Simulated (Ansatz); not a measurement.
## MgSe, response to strain

Take MgSe in the rock salt structure (space group Fm-3m, No. 225; a = 5.508 Å) as the base.

Strains are applied to the cell and any free atomic positions relax.

Method: DFT with PBE, PAW potentials and a 420 eV plane-wave cutoff in Ansatz (a first-principles code), without spin-orbit coupling.

Notes on the quantities. hole mass: degenerate bands, along [100].

```tsv
change	volume per atom	smallest direct gap	pressure	band gap	hole mass
base	20.89 Å³	2.40 eV	0.01 GPa	1.77 eV	0.16, 0.82, 0.82 mₑ (at Γ)
isotropic strain −3.00 %	19.06 Å³	3.03 eV	6.70 GPa	1.92 eV	0.18, 0.74, 0.74 mₑ (at Γ)
isotropic strain −2.00 %	19.66 Å³	2.81 eV	4.17 GPa	1.87 eV	0.17, 0.76, 0.76 mₑ (at Γ)
isotropic strain −1.50 %	19.96 Å³	2.70 eV	3.03 GPa	1.85 eV	0.17, 0.78, 0.78 mₑ (at Γ)
isotropic strain −1.00 %	20.27 Å³	2.60 eV	1.95 GPa	1.82 eV	0.17, 0.79, 0.79 mₑ (at Γ)
isotropic strain −0.50 %	20.58 Å³	2.50 eV	0.95 GPa	1.80 eV	0.16, 0.80, 0.80 mₑ (at Γ)
isotropic strain +0.50 %	21.20 Å³	2.31 eV	-0.87 GPa	1.75 eV	0.16, 0.83, 0.83 mₑ (at Γ)
isotropic strain +1.00 %	21.52 Å³	2.22 eV	-1.70 GPa	1.72 eV	0.15, 0.85, 0.85 mₑ (at Γ)
isotropic strain +2.00 %	22.17 Å³	2.04 eV	-3.18 GPa	1.67 eV	0.15, 0.87, 0.87 mₑ (at Γ)
isotropic strain +3.00 %	22.83 Å³	1.87 eV	-4.47 GPa	1.62 eV	0.14, 0.90, 0.90 mₑ (at Γ)
```

Effective masses come from finite differences of ±0.01 Å⁻¹. Gaps are Kohn–Sham eigenvalue differences; semilocal functionals usually give less than the measured gap. No phonon test of stability was made.
